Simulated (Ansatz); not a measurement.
An Ansatz (a first-principles code) input (plane-wave PAW DFT at the PBE level (Ansatz, 420 eV), no SOC, earlier PAW set):

Ansatz 0.2 input:
```yaml
crystal:
  lattice:
    - [0, 2.8640577615, 2.8640577615]
    - [2.8640577615, 0, 2.8640577615]
    - [2.8640577615, 2.8640577615, 0]
  atoms:
    - { symbol: As, position: [0.75, 0.75, 0.75] }
    - { symbol: Al, position: [0, 0, 0] }
basis: { ecutwfc: 420, ecutrho_ratio: 4, xc_grid: 2, fft_grid_basis: typed }
kpoints: { mp_grid: { grid: [10, 10, 10] } }
hamiltonian:
  xc: pbe
  dispersion: none
  pseudopotentials: { azcp: { folder: ./paw }, kind: paw }
scf: { occupations: { method: fermi_dirac, width: 0.05 }, convergence: { dr2_threshold: 0.0000000002 } }
output: { forces: true, stress: true }
checkpoint: { write: state.ck, write_every: 1000 }
```

Task: Which symmetry and how many k-points will the program report, and about how many plane waves at Γ?

Result: Space group F-43m (ITA 216) with 24 operations, k-points 47 of 1000, and 941 plane waves at Γ.

Stability against distortions was not tested. The cell is AlAs in the zinc blende structure (space group F-43m, No. 216).
